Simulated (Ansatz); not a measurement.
Results of PBE (Ansatz, a quantum-chemistry and plane-wave program, PAW) for CdSiN₂ (model structure, started from the MgZrN2 type, I4₁/amd, No. 141, 8 atoms in the cell).

Settings: plane-wave cutoff 520 eV, 18×18×18 k mesh, Fermi–Dirac smearing 0.05 eV, scalar-relativistic PAW data made under PBE.

Cell (relaxed at this level):

Space group I4₁/amd, origin choice 1 (No. 141); a = 4.444 Å, b = 4.444 Å, c = 8.801 Å, α = 90.00°, β = 90.00°, γ = 90.00°

| atom | site | symmetry | x | y | z |
|---|---|---|---|---|---|
| Cd | 4b | -4m2 | 0.0000 | 0.0000 | 0.5000 |
| Si | 4a | -4m2 | 0.0000 | 0.0000 | 0.0000 |
| N | 8e | 2mm. | 0.0000 | 0.0000 | 0.2034 |
(The calculation used a cell of 8 atoms; values per cell refer to that cell.)

**Question.** Predict the band gap and smallest direct gap on the k points sampled.

**Answer.** 
- band gap: 0.71 eV
- smallest direct gap on the k points sampled: 1.09 eV

Note: the relaxation could raise the start's symmetry but not lower it, so the cell can be a saddle point.

Spin–orbit coupling is not included.

The computed numbers hold no vibrational or temperature effects.

A model structure was made by putting elements into a prototype or built by hand; it is no filed structure, need not be a known phase, and can be a saddle point held by its symmetry.
